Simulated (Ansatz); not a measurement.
Cubic perovskite CsSnI3 (cubic high-temperature phase) was calculated with PBE (Ansatz, an electronic-structure program, plane waves, PAW).

Settings: plane-wave cutoff 500 eV, 6×6×6 k mesh, Fermi–Dirac smearing 0.05 eV, scalar-relativistic PAW data made under PBE.

Cell (relaxed at this level):

```
CELL_PARAMETERS angstrom
      6.28623     0.00000     0.00000
      0.00000     6.28623     0.00000
      0.00000     0.00000     6.28623
ATOMIC_POSITIONS crystal
  Cs 0.50000 0.50000 0.50000
  Sn 0.00000 0.00000 0.00000
  I  0.50000 0.00000 0.00000
  I  0.00000 0.50000 0.00000
  I  0.00000 0.00000 0.50000
```

Task: Give the computed band gap.

Result: 
band gap: 0.48 eV (on the SCF k mesh)

Note: the relaxation could not lower the start's symmetry, so the cell can be a saddle point above a distorted one.

Spin–orbit coupling is not included; with these elements it can move the gap by several tenths of an eV or more.
